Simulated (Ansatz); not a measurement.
Functionals compared on the (100) surface of cubic CsSnI3 (a phase of room or higher temperature, not the 0 K ground state) in its 1x1 cell (cut with top plane Cs + I, bottom plane 2 I + Sn), relaxed from an ideal cut (the real face may reconstruct), with unlike faces, outermost plane spacing 3.14 Å in the ideal cut, in Ansatz (plane waves, PAW). The structure was relaxed with PBE; the other rows are single points on it, each with its references at the same level. Cutoff 420 eV (500 eV for r2SCAN). The surface energy is the mean of two unlike faces. HSE06 used the coarser mesh 3x3x1.

Set-up: 15 atoms, Cs3I9Sn3, 15.7 Å thick at the start; mesh 4x4x1; 0.025 eV smearing; dipole correction on; all atoms relaxed; held to the start's symmetry, so lower structures may exist; no spin, no spin-orbit, no U. These notes are the PBE run's.

A dash marks a value that is undefined for that row or was read on another mesh.

| functional | surface energy (J/m²) | gap of the slab on its k-mesh (eV) | highest filled level below the top vacuum level (eV) | rough cost of the single point |
|---|---|---|---|---|
| PBE | 0.05 | 0.68 | 3.89 | – |
| LDA | 0.10 | 0.65 | 4.18 | around 2.2 core-minutes (rough) |
| PBEsol | 0.07 | 0.64 | 3.94 | around 2.2 core-minutes (rough) |
| RPBE | ? | ? | ? | around 90 core-seconds (rough) |
| r2SCAN | 0.08 | 0.78 | 3.87 | about 3 core-minutes (a rough figure) |
| HSE06 | 0.10 | – | – | roughly 30 core-minutes |

**Question.** Some entries are withheld; supply them.

**Answer.** 
- RPBE, surface energy (J/m²): 0.03
- RPBE, gap of the slab on its k-mesh (eV): 0.70
- RPBE, highest filled level below the top vacuum level (eV): 3.77

Ansatz is a first-principles code.
